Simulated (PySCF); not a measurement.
PySCF 2.14.0, PBE0/def2-svpd, df: In(F)2 ([F][In+][F]), charge +1, multiplicity 1, 3 atoms. The geometry is a generated start, not checked to be a minimum at this level.

```json
{
 "task": "energy",
 "method": "pbe0",
 "basis": "def2-svpd",
 "two_electron_scheme": "density fitting",
 "mol.max_memory": "3000 MB",
 "mf.max_cycle": "100",
 "mf.init_guess": "minao (default)",
 "mf.DIIS": "CDIIS (default)",
 "mf.diis_space": "8 (default)",
 "mf.conv_tol": "1e-09 (default)",
 "mf.grids.level": "3 (default)",
 "effective_core_potentials": "those of the basis set, past Kr",
 "basis_functions": "78",
 "grid_points": "50400"
}
```

```xyz
3

In    -0.0066    -0.0028    -0.0046
F     -0.2338     1.5148    -1.3200
F      0.2404    -1.5120     1.3247
```

Charge 1 and multiplicity 1 are set for this test and not shown to be the ground state.

One run each on 2 threads, 1 BLAS thread. Values of level_shift (Hartree) tried: 0 (default), 0.1, 0.3, 1.

Question: Predict the course of the Fock builds along this series.

Answer: Fewest Fock builds, within one of each other: 0 (default) with 12, 0.1 with 13. The count rises to 38 at 1. All converge to one solution.

```csv
level_shift (Hartree),Fock builds,end
0 (default),12,same solution
0.1,13,same solution
0.3,17,same solution
1,38,same solution
```
